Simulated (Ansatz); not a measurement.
Zn₂SeS (P-4m2, No. 115, 4 atoms in the cell; start mp-1215430), treated with PBE0 (plane waves, PAW; Ansatz, a program for electronic structure).

Run with plane-wave cutoff 460 eV, 6×6×6 k mesh, Fermi–Dirac smearing 0.01 eV, scalar-relativistic PAW data made under PBE.

Cell (relaxed with PBEsol):

```cif
data_SSeZn2
_chemical_formula_sum 'Zn2 Se1 S1'
_space_group_name_H-M_alt 'P 1'
_space_group_IT_number 1
_cell_length_a 3.88501
_cell_length_b 3.88501
_cell_length_c 5.49437
_cell_angle_alpha 90.000
_cell_angle_beta 90.000
_cell_angle_gamma 90.000
loop_
_space_group_symop_operation_xyz
  'x, y, z'
loop_
_atom_site_label
_atom_site_type_symbol
_atom_site_fract_x
_atom_site_fract_y
_atom_site_fract_z
_atom_site_occupancy
Zn1 Zn 0.50000 0.00000 0.76332 1
Zn2 Zn 0.00000 0.50000 0.23668 1
Se1 Se 0.00000 0.00000 0.50000 1
S1 S 0.50000 0.50000 0.00000 1
```

### Question
Predict the band gap.

### Answer

* **band gap**: 3.47 eV (on the SCF k mesh) (direct)

Note: cell and atoms aren't relaxed at this level (largest force component 0.03 eV/Å, pressure 2.5 GPa).

Spin–orbit coupling is not included.

Computed values are for the static lattice.

It cost very roughly 3 core-minutes of CPU time.

A start named mp-… is a Materials Project structure, which need not be a measured phase.
